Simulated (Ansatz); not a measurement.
The parent structure is NaZnCl$_{3}$ in the cubic perovskite structure (space group Pm-3m, No. 221; a = 4.9132 Å; a hypothetical phase, not in the database extracts checked). Axes: x, y, z lie along the cube axes.

Level of theory: Ansatz (a quantum-chemistry and plane-wave program), PBE, PAW, cutoff 420 eV, no spin-orbit coupling.

It is then changed as follows: the cell is scaled by 1.0208 in all directions, atoms relaxed at fixed cell.

Task: Predict the stress tensor and what it implies for the stiffness.

Result: Stress of the strained cell less that of the base (GPa, compression positive):
```
  -1.97    0.00    0.00
   0.00   -1.97    0.00
   0.00    0.00   -1.97
```

Then B = −ΔP/(ΔV/V₀) with ΔV/V₀ = 0.0637 gives secant stiffness values (nonlinear terms included at this strain): B ≈ 31 GPa.

As a check, the harmonic strain energy −½ V₀ Δσ:ε is 9.1 meV/atom; the computed energy rise is 9.8 meV/atom.

Stability against distortions was not tested. Many cubic perovskites are stable only at high temperature; tilts and polar distortions were not tested.
